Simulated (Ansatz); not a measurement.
## Ti, thickness series

Base system: Ti in the hcp (Mg type) structure (space group P6_3/mmc, No. 194; a = 2.9363 Å, c = 4.6372 Å). Axes: x lies along a and z along c of the hexagonal cell.

Free-standing slabs (1 atom(s) a layer) normal to the z axis with 15 Å of vacuum; in-plane cell held at bulk.

The values are results of plane-wave PAW DFT at the r2SCAN level (Ansatz, a quantum-chemistry and plane-wave program, 500 eV), without spin-orbit coupling, earlier PAW set, not measurements.

Notes on the quantities. excess energy per area of both faces: slab less bulk energy over the cell's area: twice a surface energy; uncertain by up to 0.2 J/m²; layer's space group: with vacuum.

| case | excess energy per area of both faces | shortest interatomic distance | thickness between the outermost nuclei | layer's space group |
|---|---|---|---|---|
| base | – | 2.872 Å | – | – |
| 1 layer | – | 2.936 Å | – | P6/mmm (No. 191) |
| 2 layers | 4.16 J/m² | 2.659 Å | 2.05 Å | P-3m1 (No. 164) |
| 3 layers | 4.5 J/m² | 2.789 Å | 4.43 Å | P-6m2 (No. 187) |
| 4 layers | 4.4 J/m² | 2.734 Å | 6.74 Å | P-3m1 (No. 164) |
| 5 layers | 4.4 J/m² | 2.740 Å | 9.05 Å | P-6m2 (No. 187) |
| 6 layers | 4.4 J/m² | 2.744 Å | 11.38 Å | P-3m1 (No. 164) |
| 7 layers | 4.4 J/m² | 2.743 Å | 13.69 Å | P-6m2 (No. 187) |

The excess energy carries the mismatch between the slab's and the bulk's meshes. No phonon test of stability was made. The final runs are not spin-polarised.
